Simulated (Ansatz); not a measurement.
Input and output of a self-consistent single point for ZrCu5 (R3m, 6 atoms in the cell) (Ansatz, a program for electronic structure).

Method of the run: LDA (PW92), default PAW files made with PBE (plane waves; Ansatz).

The change in words: lattice scaled by 0.98. Reference geometry:
```
ZrCu5
1.0
    0.00000     3.42178     3.42178
    3.42178     0.00000     3.42178
    3.42178     3.42178     0.00000
Zr Cu
1 5
Direct
  0.00422   0.00422   0.00422
  0.75000   0.75000   0.75000
  0.37589   0.87233   0.37589
  0.37589   0.37589   0.37589
  0.87233   0.37589   0.37589
  0.37589   0.37589   0.87233
```

Reference input (self-consistent single point, DFT, LDA (PW92), plane waves, default PAW files made with PBE): basis.ecutwfc = 420 eV; kpoints.mp_grid.grid = 5 5 5; hamiltonian.xc = lda; hamiltonian.pseudopotentials = {kind: paw} (the program's default PAW files); scf.occupations.method = fermi_dirac; scf.occupations.width = 0.1 eV. This run's input differs from it in these lines:

```diff
@@ -3,5 +3,5 @@
   lattice:
-    - [0.00000000, 3.42178000, 3.42178000]
-    - [3.42178000, 0.00000000, 3.42178000]
-    - [3.42178000, 3.42178000, 0.00000000]
+    - [0.00000000, 3.35334400, 3.35334400]
+    - [3.35334400, 0.00000000, 3.35334400]
+    - [3.35334400, 3.35334400, 0.00000000]
   atoms:
```

Log, with long lists cut:

```
SCF iter   1: F=—  HF=-36856.987373 eV  |F-HF|=—  |Δ(HF+E_count)|=         —  Δρ=1.59e-2  dr2=8.00e-2  ethr=1.77e-3  ⟨swp⟩=5.4  Hψ=3773  notcnv=0  defer=31
all-band conjugate gradients solve this SCF's bands
preconditioner: auto → Kerker (q_TF=auto, 2.892 Å⁻¹)
SCF iter   2: F=—  HF=-36856.964510 eV  |F-HF|=—  |Δ(HF+E_count)|=   2.29e-2  Δρ=3.48e-3  dr2=1.51e-2  ethr=7.47e-5  ⟨swp⟩=2.1  Hψ=2126  notcnv=0  defer=53
   [... lines left out ...]
SCF iter   5: F=—  HF=-36856.960930 eV  |F-HF|=—  |Δ(HF+E_count)|=   2.22e-5  Δρ=3.26e-4  dr2=5.03e-5  ethr=1.46e-7  ⟨swp⟩=2.1  Hψ=1848  notcnv=0  defer=53
SCF iter   6: F=—  HF=-36856.960929 eV  |F-HF|=—  |Δ(HF+E_count)|=   1.82e-6  Δρ=3.82e-5  dr2=1.42e-6  ethr=4.70e-8  ⟨swp⟩=2.0  Hψ=1905  notcnv=0  defer=53
SCF iter   7: F=—  HF=-36856.960929 eV  |F-HF|=—  |Δ(HF+E_count)|=   9.07e-7  Δρ=2.02e-5  dr2=3.21e-7  ethr=1.33e-9  ⟨swp⟩=2.0  Hψ=1787  notcnv=0  defer=53
SCF iter   8: F=-36856.960929 eV  HF=-36856.960929 eV  |F-HF|=7.07e-8  |Δ(HF+E_count)|=   1.63e-8  Δρ=7.63e-6  dr2=7.21e-8  ethr=9.35e-11  ⟨swp⟩=8.4  Hψ=4931  notcnv=0
SCF 1 converged in 8 iterations: F = -36856.960929 eV  dr2 = 7.21e-8
Free energy (F): -36856.960929 eV
Internal energy: -36856.862776 eV  (E = F + TS)
E sigma→0 (E₀):  -36856.911852 eV
Entropy (-TS):   -0.098154 eV (-16.359 meV/atom)
Fermi energy:    17.516895 eV
--- Forces (eV/Å), atoms counted from 1 ---
  atom   1  Zr    -0.22061502    -0.22061502    -0.22061502
  atom   2  Cu     0.02796094     0.02796094     0.02796094
  atom   3  Cu     0.06217622     0.08472475     0.06217622
  atom   4  Cu    -0.01640981    -0.01640981    -0.01640981
  atom   5  Cu     0.08472475     0.06217622     0.06217622
  atom   6  Cu     0.06217622     0.06217622     0.08472475
--- Stress (GPa, compression-positive) ---
        0.467964       0.160210       0.160210
        0.160210       0.467964       0.160210
        0.160210       0.160210       0.467964
  P = ⅓ Tr σ = 0.4680 GPa (4.680 kbar)
  The stress holds the Pulay correction. Without it, at fixed plane waves, as pw.x and ABINIT print it: P = 0.3769 GPa
```

The run converged in 8 iterations. Against the reference run the free energy goes down by 21.9 meV/atom, the pressure goes from -8.85 to 0.47 GPa and the largest force goes from 0.293 to 0.382 eV/Å.

The starting cell comes from a database of computed structures (which also holds hypothetical and non-ambient phases and stackings), without a prior relaxation at this level. Its lattice was rescaled by up to half a per cent. One atom was moved a little off its site on purpose. For this run, on top of that: lattice scaled by 0.98. Spin polarisation is off. Ansatz's pressure includes its estimate of the finite-basis (Pulay) stress.

Keys are those of Ansatz 0.2.
